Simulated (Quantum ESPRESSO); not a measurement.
## Equation of state of AlB2-type HfB2 (space group 191): energy against volume (Quantum ESPRESSO, PBE)

```yaml
crystal:
  lattice:
    - [3.08417, 0.00000, 0.00000]
    - [-1.54208, 2.67097, 0.00000]
    - [0.00000, 0.00000, 3.41812]
  atoms:
    - { symbol: Hf, position: [0.00000, 0.00000, 0.00000] }
    - { symbol: B, position: [0.66667, 0.33333, 0.50000] }
    - { symbol: B, position: [0.33333, 0.66667, 0.50000] }
```

Method: PBE, GBRV 1.5 ultrasoft (PBE) pseudopotentials (plane waves; Quantum ESPRESSO). Settings: ecutwfc = 52 Ry; ecutrho = 416 Ry; occupations = smearing; smearing = fd; degauss = 0.0036749 Ry; potentials = {Hf: hf_pbe_v1.uspp.F.UPF, B: b_pbe_v1.4.uspp.F.UPF}; K_POINTS = automatic 21 21 17 0 0 0; conv_thr = 1e-10 Ry; mixing_beta = 0.4. The cell above is the first row's. The rows scale it uniformly. In all rows fractional positions and the k mesh are held. E is the free energy at the stated smearing, counted from the lowest row.

```
V (Å^3/atom)  E (meV/atom)
------------  ------------
9.3858                   ?
9.5899               12.29
9.7939                2.57
9.9980                0.00
10.2020               3.92
10.4060              13.70
10.6101              28.81
10.8141              48.71
11.0182              72.97
```

Question: Fit E against V with the third-order Birch-Murnaghan form, a cubic in V^(-2/3), and predict the withheld value at V = 9.3858.

Answer: With u = V^(-2/3) - 0.211, the rows have u = 0.010543, 0.007455, 0.004472, 0.001590, -0.001197, -0.003897, -0.006510, -0.009043. Least squares gives E = 8.780 - 3658.39·u + 379579·u² - 92906·u³. Residuals (row less fit): -0.003, 0.006, -0.002, -0.002, -0.003, 0.003, 0.002, -0.002; standard error 0.005 (degrees of freedom: 4). Its minimum lies at u = 0.004828, so V0 = (0.215828)^(-3/2) = 9.973. There d²E/du² = 756500 and d³E/du³ = -557400, so B0 = (4/9) × 9.973^(-7/3) × 756500 × 0.160218 = 252 GPa (the last factor turns the table's units into GPa), and B0' = 4 + (2/3) × 0.215828 × (-557400)/756500 = 3.9. The program's pressures in the fitted runs (not shown) pass through zero at V = 9.97, 0.05 % from this V0. At the withheld row, u = 0.013743, so E = 8.780 - 3658.39 × 0.013743 + 379579 × 0.013743² - 92906 × 0.013743³ = 29.953 meV/atom. The calculation gives 29.95 meV/atom, which the fit meets to the printed digits. The row lies outside the fitted rows, so this is an extrapolation. From the scatter of the fitted rows alone, a prediction at this place has a standard error of 0.013 meV/atom, so the miss is 0.2 times that.

Carrying the step between the two nearest rows on in a straight line would have given 22.01, off by 7.94; series whose last step already gives the withheld value aren't shown. The scan was laid around a cell of about the measured size, scaled by a guess for this functional; axis ratios and inner coordinates come from that cell. The runs keep the symmetry of the cell, so they don't test it for distortions. Spin-orbit coupling is off. The shape of the cell and the inner coordinates aren't relaxed, so V0 and B0 belong to this uniform scaling; a relaxed crystal lies no higher in energy and is usually softer. Cutoffs and mesh are single choices, not tested for convergence of this quantity. Series with a scatter that would blur these digits, or in which a gap closes, are not shown. Nor are scans whose minimum lies at an end fitted in this form.
